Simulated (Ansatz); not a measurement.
## Lattice parameter a of CoAl (model structure, Fm-3m, No. 225, 2 atoms in the cell) at several levels of theory

No measured value is used here.

| level (code) | value (Å) |
|---|---|
| LDA (Ansatz) | 4.679 |
| PBE (Ansatz) | 4.788 |
| PBEsol (Ansatz) | 4.732 |
| r²SCAN (Ansatz) | 4.733 |

Spin-polarised runs: LDA (parallel moments), PBE (parallel moments), PBEsol (parallel moments), r²SCAN (parallel moments). LDA, PBE, PBEsol, r²SCAN: the starting moments vanished in the run, and other orders were not tried. Cutoffs differ between the levels. Ansatz's density-functional and Hartree–Fock values are scalar-relativistic unless marked +SOC, with PAW data made under PBE.

A model structure was made by putting elements into a prototype or built by hand; it is no filed structure, need not be a known phase, and can be a saddle point held by its symmetry.

Ansatz is a program for electronic structure.
